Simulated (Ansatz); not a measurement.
## HgTe: pressure series

Take HgTe in the zinc blende structure (space group F-43m, No. 216; a = 6.510 Å) as the base.

Cell and atoms are relaxed at each pressure.

Computed with DFT with PBEsol, PAW potentials and a 420 eV plane-wave cutoff in Ansatz (a first-principles code), without spin-orbit coupling.

Notes on the quantities. enthalpy: H = E + PV relative to the base's energy.

```csv
case,shortest interatomic distance,enthalpy
base,2.819 Å,–
pressure −1 GPa,2.843 Å,-0.22 eV/atom
pressure 0.3 GPa,2.812 Å,+0.06 eV/atom
pressure 0.7 GPa,2.804 Å,+0.15 eV/atom
pressure 1.5 GPa,2.789 Å,+0.32 eV/atom
pressure 3 GPa,2.762 Å,+0.63 eV/atom
pressure 5 GPa,2.732 Å,+1.02 eV/atom
pressure 7.5 GPa,2.701 Å,+1.51 eV/atom
pressure 10 GPa,2.674 Å,+1.97 eV/atom
```

The mesh was chosen for an insulator and is coarse for the gapless case. Load acts through the strain it causes; cell and atoms are relaxed under it. Whether these cells are dynamically stable was not tested. Tetrahedral semiconductors of this kind turn to denser phases somewhere between about 1 and 50 GPa; those were not computed, so compressed cells here can lie past the real transition. The final runs are not spin-polarised.
